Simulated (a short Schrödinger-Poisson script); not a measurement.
# MOS inversion layer, SiO2 on p-type GaAs

System: MOS inversion layer, SiO2 on p-type GaAs, at 300 K.

```csv
layer,material,thickness (nm),Na (cm⁻³)
1,SiO2,2.9,-
2,GaAs,1000,2.4e17
```

The device is made up for the run: typed textbook-type constants, with dimensions and the other settings drawn at random. SiO2: permittivity 3.9, conduction-band edge (eV) 3.17, gap (eV) 9, electron mass (mₑ) 0.5. GaAs: permittivity 12.9, conduction-band edge (eV) 0, gap (eV) 1.424, Nv at 300 K (cm⁻³) 9e18.

Channel valleys (confinement mass, in-plane density-of-states mass, number): Γ 0.067, 0.067, 1. At the gate the conduction-band edge of layer 1 lies 3.39 eV − eVg above the Fermi level of the channel; the field vanishes at the back. Gaps are held at their typed values at every temperature. Mesh 0.03 nm at interfaces.

Solved with a short Schrödinger-Poisson script written for these runs: 1D Poisson equation in equilibrium, electrons quantum, Hartree (BenDaniel-Duke, 12 states a valley, the channel's in-plane mass for all, wave functions ending at the dielectric), parabolic valleys, classical holes, full ionisation, no traps, pinning or gate leakage.

| Vg (V) | electrons (cm⁻²) | C (μF/cm²) | Γ E0 (meV) | Γ E1 (meV) |
|---|---|---|---|---|
| 0.4 | 2.03e7 | 0.121 | 271.1 | 398.8 |
| 0.5 | 5.53e8 | 0.120 | 185.7 | 316.8 |
| 0.6 | 1.41e10 | 0.174 | 101.7 | 236.2 |
| 0.7 | 1.56e11 | 0.471 | 36.9 | 174.8 |
| 0.8 | 4.91e11 | 0.652 | 1.0 | 142.5 |
| 0.9 | 9.06e11 | 0.717 | -23.4 | 121.8 |
| 1 | 1.35e12 | 0.747 | -43.5 | 105.3 |
| 1.1 | 1.81e12 | 0.763 | -61.8 | 90.6 |
| 1.2 | 2.29e12 | 0.775 | -79.2 | 76.8 |
| 1.3 | 2.76e12 | 0.784 | -96.0 | 63.7 |
| 1.4 | 3.25e12 | 0.792 | -112.3 | 51.3 |
| 1.5 | 3.74e12 | 0.800 | -128.2 | 39.5 |
| 1.6 | 4.23e12 | 0.807 | -143.5 | 28.4 |
| 1.7 | 4.73e12 | 0.814 | -158.4 | 18.1 |
| 1.8 | 5.24e12 | 0.821 | -172.9 | 8.5 |
| 1.9 | 5.75e12 | 0.827 | -187.0 | -0.4 |
| 2 | 6.26e12 | 0.833 | -200.7 | -8.9 |

Gate voltages with under 1e6 electrons/cm² are left out.

Subbands count from the Fermi level.

Above a few 1e12 electrons/cm² a light Γ valley is non-parabolic and upper valleys begin to fill, which the model leaves out.
